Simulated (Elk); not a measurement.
Elk run on ScZnPd (Cmcm, 6 atoms in the cell): self-consistent single point.

Level of theory: PBEsol, all-electron FP-LAPW, Elk's shipped species files, APW+lo basis with extra local orbitals (Elk).

The change in words: lattice scaled by 0.98. Reference geometry:
```
CELL_PARAMETERS angstrom
      2.14653    -4.55886     0.00000
      2.14653     4.55886     0.00000
      0.00000     0.00000     5.25138
ATOMIC_POSITIONS crystal
  Sc 0.70683 0.29317 0.75000
  Sc 0.29317 0.70683 0.25000
  Zn 0.00000 0.00000 0.00000
  Zn 0.00000 0.00000 0.50000
  Pd 0.40354 0.59646 0.75000
  Pd 0.59646 0.40354 0.25000
```

Reference input (self-consistent single point, DFT, PBEsol, all-electron FP-LAPW, Elk's shipped species files, APW+lo basis with extra local orbitals): xctype = 22; rgkmax = 8; stype = 0; swidth = 0.00183747 Ha; ngridk = 5 5 4; gmaxvr = 14 1/bohr; nxlo = 2; lorbcnd = true; rmtscf = 0.95; lmaxi = 2. This run's input differs from it in these lines:

```diff
@@ -31,8 +31,8 @@
 scale
-  9.522181337
+  9.331737478
 
 avec
-    0.4259889857   -0.9047283482    0.0000000000
-    0.4259889857    0.9047283482    0.0000000000
-    0.0000000000    0.0000000000    1.0421635154
+    0.4259888951   -0.9047283909    0.0000000000
+    0.4259888951    0.9047283909    0.0000000000
+    0.0000000000    0.0000000000    1.0421634603
```

Output, abridged:

```
│ Self-consistent loop started │
│ Loop number : 1 │
 total energy                :     -15125.1025150
│ Loop number : 2 │
 total energy                :     -15132.2415820
RMS change in Kohn-Sham potential (target) :   0.6272240665     (  0.1000000000E-05)
Absolute change in total energy (target)   :    7.139066970     (  0.1000000000E-03)
│ Loop number : 3 │
 total energy                :     -15147.4662328
RMS change in Kohn-Sham potential (target) :   0.5323393399     (  0.1000000000E-05)
Absolute change in total energy (target)   :    17.00941756     (  0.1000000000E-03)
│ Loop number : 4 │
   [... lines left out ...]
Absolute change in total energy (target)   :   0.2318889290E-02 (  0.1000000000E-03)
│ Loop number : 16 │
 total energy                :     -15205.7299853
RMS change in Kohn-Sham potential (target) :   0.1171290648E-05 (  0.1000000000E-05)
Absolute change in total energy (target)   :   0.1477523056E-03 (  0.1000000000E-03)
│ Loop number : 17 │
 total energy                :     -15205.7298679
RMS change in Kohn-Sham potential (target) :   0.3431711221E-06 (  0.1000000000E-05)
Absolute change in total energy (target)   :   0.8037718908E-04 (  0.1000000000E-03)
Convergence targets achieved

│ Loop number : 18 │

Energies :
 Fermi                       :     0.305064585026
 total energy                :     -15205.7298250

Density of states at Fermi energy :    86.13712012
 (states/Hartree/unit cell)

Estimated indirect band gap :   0.3487539207E-03
 from k-point      5 to k-point     10
Estimated direct band gap   :   0.4891765593E-02
 at k-point      4

Charges :
 core                        :    100.0000000
 valence                     :    94.00000000
 interstitial                :    8.569208453
 muffin-tins (core leakage)
  species :    1 (Sc)
   atom    1                 :    18.95472491     (  0.1198774946E-07)
   atom    2                 :    18.95472491     (  0.1198774946E-07)
  species :    2 (Zn)
   atom    1                 :    28.81066932     (  0.1692711266E-03)
   atom    2                 :    28.81066932     (  0.1692711266E-03)
  species :    3 (Pd)
   atom    1                 :    44.95000154     (  0.1345701506E-07)
   atom    2                 :    44.95000154     (  0.1345701506E-07)
 total in muffin-tins        :    185.4307915
 total calculated charge     :    194.0144678
 total charge                :    194.0000000
 error                       :   0.1446777053E-01

│ Self-consistent loop stopped │
```

The run converged in 18 iterations. The count includes the last loop, which Elk runs after its targets are met. Against the reference run the total energy goes up by 6.3 meV/atom.

The starting cell comes from a database of computed structures (which also holds hypothetical and non-ambient phases and stackings), without a prior relaxation at this level. For this run, on top of that: lattice scaled by 0.98. Spin polarisation is off. Values depend on the basis (sphere radii, cutoffs, local orbitals), which need not be converged. The log's line on a gap gives a spacing of levels on this mesh, which the program prints for metals too.

Cost on one core of a shared machine: roughly 2 min.
